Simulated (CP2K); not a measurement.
Band structure of VAs₂ (C2/m, 6 atoms in the cell).

```yaml
crystal:
  lattice:
    - [4.86479, 0.00000, 0.00000]
    - [3.72900, 3.12421, 0.00000]
    - [-3.54796, -1.28984, 6.55013]
  atoms:
    - { symbol: V, position: [0.84537, 0.84537, 0.80540] }
    - { symbol: V, position: [0.15463, 0.15463, 0.19460] }
    - { symbol: As, position: [0.59591, 0.59591, 0.89547] }
    - { symbol: As, position: [0.40409, 0.40409, 0.10453] }
    - { symbol: As, position: [0.14758, 0.14758, 0.53483] }
    - { symbol: As, position: [0.85242, 0.85242, 0.46517] }
```

Method of the run: CP2K with PBEsol, GPW, DZVP-MOLOPT-SR-GTH basis, GTH-PBE potentials (GTH_POTENTIALS).

Settings: CUTOFF = 600 Ry; REL_CUTOFF = 50 Ry; SMEAR/METHOD = GAUSSIAN; SIGMA = 0.2 eV; KPOINTS/SCHEME = MONKHORST-PACK 5 5 3; XC_FUNCTIONAL = PBE:PBESOL; V/BASIS_SET = DZVP-MOLOPT-SR-GTH-q13; V/POTENTIAL = GTH-PBE-q13; As/BASIS_SET = DZVP-MOLOPT-SR-GTH-q5; As/POTENTIAL = GTH-PBE-q5; METHOD = GPW; EPS_DEFAULT = 1e-11; EXTRAPOLATION = USE_GUESS; NGRIDS = 5.

The starting cell comes from a database of computed structures (which also holds hypothetical and non-ambient phases and stackings), without a prior relaxation at this level. Its lattice was rescaled by a random factor within 2.5 % of one. Spin polarisation is off, so a magnetic state, if there is one, cannot be reached. Values carry the incompleteness of an atom-centred basis. The potentials were made for another functional than the one used.

Levels in eV from the Fermi level, bands 20 to 25:
```csv
point,20,21,22,23,24,25
X,-0.92,-0.47,-0.45,-0.01,0.23,1.03
Γ,-1.40,-0.86,-0.74,-0.46,0.38,0.93
```

Bands cross the Fermi level along this path, so the cell is metallic at this level.

Higher empty bands are left out: an atom-centred basis made for the valence describes them poorly.
